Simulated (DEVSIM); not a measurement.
Device: abrupt Si p-n junction, at 300 K.

| layer (left to right) | material | thickness (μm) | Nd (cm⁻³) | Na (cm⁻³) | τn (s) | τp (s) |
|---|---|---|---|---|---|---|
| 1 | Si | 3.50 | - | 3.1e18 | 9.7e-7 | 9.7e-7 |
| 2 | Si | 2.70 | 1.3e15 | - | 9.7e-7 | 9.7e-7 |

Left contact: ohmic. Right contact: ohmic. Voltage is applied to the left contact. Recombination: SRH at mid-gap, radiative, Auger. Mobility is μmin + (μ − μmin)/(1 + (N/Nref)^α).

Constants are typed, rounded textbook-type inputs, not results; the design itself was drawn at random and stands for no fabricated device. Values at 300 K.

```csv
parameter,Si
gap (eV),1.124
affinity (eV),4.05
permittivity,11.7
Nc (cm⁻³),2.86e19
Nv (cm⁻³),3.1e19
μn (cm²/Vs),1417
μp (cm²/Vs),470
"μn,min",52
"μp,min",45
"Nref,n",9.7e16
"Nref,p",2.2e17
αn,0.68
αp,0.72
B (cm³/s),4.7e-15
Cn (cm⁶/s),2.8e-31
Cp (cm⁶/s),9.9e-32
```

Model (solved in DEVSIM): 1D drift-diffusion, Boltzmann statistics, complete ionisation; no tunnelling, impact ionisation, image-force lowering or self-heating.

The doping Nd of layer 2 was swept, all else fixed.

```csv
doping Nd of layer 2 (cm^-3),dark forward voltage at 100 A/cm² (V),largest field in the device at zero bias (V/cm),dark forward voltage at 1 A/cm² (V),potential step across the device at zero bias (V)
3.9e13,0.689,96000,0.466,0.715
1.3e14,0.692,96000,0.490,0.746
3.9e14,0.696,96000,0.516,0.775
1.3e15,0.705,97000,0.546,0.806
3.9e15,0.719,99000,0.575,0.834
1.3e16,0.740,110000,0.608,0.866
3.9e16,0.766,130000,0.640,0.894
```

From the first row to the last the dark forward voltage at 100 A/cm² goes from 0.689 to 0.766. From the first row to the last the largest field in the device at zero bias goes from 96000 to 130000.
